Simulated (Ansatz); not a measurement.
The parent structure is AgCl in the rock salt structure (space group Fm-3m, No. 225; a = 5.447 Å). Axes: x, y, z lie along the cube axes.

Structures relaxed with PBEsol (Ansatz, a program for electronic structure, PAW, scalar-relativistic without spin-orbit coupling).

Base:

Simulated powder pattern, Cu Kα1, λ = 1.54056 Å (kinematic, ideal powder, no thermal factors, no anomalous dispersion; the 14 strongest lines at most, above 2 %, up to 2θ = 90°):

```tsv
2θ (°)	I/Imax (%)	hkl
28.35	51	(111)
32.86	100	(200)
47.15	68	(220)
55.94	23	(311)
58.66	23	(222)
68.89	10	(400)
76.10	9.1	(331)
78.45	28	(420)
87.69	22	(422)
```

After one change:

Simulated powder pattern, Cu Kα1, λ = 1.54056 Å (kinematic, ideal powder, no thermal factors, no anomalous dispersion; the 14 strongest lines at most, above 2 %, up to 2θ = 90°):

| 2θ (°) | I/Imax (%) |
|---|---|
| 28.30 | 26 |
| 28.41 | 25 |
| 32.86 | 100 |
| 47.00 | 11 |
| 47.15 | 46 |
| 47.29 | 11 |
| 55.84 | 7.9 |
| 56.03 | 7.8 |
| 58.53 | 11 |
| 58.78 | 11 |
| 68.89 | 10 |
| 78.45 | 19 |
| 87.48 | 7.4 |
| 87.91 | 7.3 |

Q: What was done to the base?
(A) tensor shear ε_xy = +2.00 %
(B) tensor shear ε_xy = +1.43 %
(C) tensor shear ε_xy = +0.57 %
(D) tensor shear ε_xy = +0.29 %

A: D, tensor shear ε_xy = +0.29 %. Its volume per atom is 20.21 Å³ against 20.21 Å³, and its space group is Immm (No. 71).

The cells carry an imposed strain or load. Whether these cells are dynamically stable was not tested.
